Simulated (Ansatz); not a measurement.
The starting structures come from a database of crystals and need not be the phases stable at ambient conditions.

 Where the default PAW files enter, the runs use the earlier of Ansatz's two default sets.

Inside the gap of an insulator the Bloch states are evanescent, with a wavenumber k + iκ along the transport direction.

Given:

```yaml
crystal:
  lattice:
    - [4.68200, 0.00000, 0.00000]
    - [0.00000, 7.58657, 0.00000]
    - [2.34100, 0.00000, 4.05473]
  atoms:
    - { symbol: Mg, position: [0.33333, 0.00401, 0.33333] }
    - { symbol: Mg, position: [0.66667, 0.50401, 0.66667] }
    - { symbol: Te, position: [0.33333, 0.62599, 0.33333] }
    - { symbol: Te, position: [0.66667, 0.12599, 0.66667] }
```

Space group of this cell: P6_3mc, wurtzite. The cell is strained (all lengths scaled by 1.02); by PBEsol its mean pressure is -2.3 GPa.

Transport runs along the normal of the first two printed cell vectors, the (100) plane of the conventional cell.

The gap is the functional's own. No spin-orbit coupling. Mid-gap values are interpolated on the energy grid.

Q: Compute, with Ansatz (a quantum-chemistry and plane-wave program) with PBEsol, the band gap and the smallest decay constant κ at mid-gap.

A: Gap 2.05 eV on a 8×4×8 mesh; κ = 0.149 1/Å, at the zone centre.
